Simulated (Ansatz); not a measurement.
A (5,0) ZnO nanotube has 20 atoms in a period of 5.582 Å, a mean diameter of 5.42 Å, and lies 74 meV/atom over the flat sheet relaxed at the same level.

Method: PBE (plane waves to 420 eV, PAW; Ansatz, an electronic-structure program). Mesh 1×1×6. No spin polarisation. It repeats along c; a and b span vacuum. A hypothetical model, rolled from the flat sheet. Symmetry and one short period hold its shape; lower forms weren't sought.

Q: Which bending rigidity of the sheet does this imply in the thin-plate picture?

A: A plate bent to radius R stores D/(2R²) an area. The area an atom is π × 5.42 × 5.582/20 = 4.75 Å², so the stored energy is 0.074/4.75 = 0.0156 eV/Å². With R = 2.710 Å, D = 2R² × 0.0156 = 0.23 eV. At this curvature the harmonic plate is a rough guide.
